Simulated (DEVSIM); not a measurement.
Structure: Schottky contact on n-type Ge, at 300 K.

Layer 1 from the left is Ge, thickness (μm) 9.60, Nd (cm⁻³) 3.9e16, τn (s) 1e-7, τp (s) 1e-7.

Left contact: Schottky, work function 4.12 eV, emission velocity 6.6e6 cm/s. Right contact: ohmic. Voltage is applied to the left contact. Recombination: SRH at mid-gap, radiative, Auger. Mobility is constant in doping.

Constants are typed, rounded textbook-type inputs, not results; the design itself was drawn at random and stands for no fabricated device. Values at 300 K.

Ge: gap (eV) 0.664, affinity (eV) 4, permittivity 16, Nc (cm⁻³) 1.04e19, Nv (cm⁻³) 6e18, μn (cm²/Vs) 3900, μp (cm²/Vs) 1900, B (cm³/s) 6.4e-14, Cn (cm⁶/s) 1e-31, Cp (cm⁶/s) 1e-31.

Simulated with DEVSIM: 1D drift-diffusion, Boltzmann statistics, complete ionisation; no tunnelling, impact ionisation, image-force lowering or self-heating. Metal contacts follow the ideal Schottky-Mott rule: no Fermi-level pinning, no interface dipoles.

### Question
What does the simulation give for the largest field in the device at zero bias, the potential step across the device at zero bias?

### Answer
largest field in the device at zero bias 12000 V/cm; potential step across the device at zero bias 0.024 V.
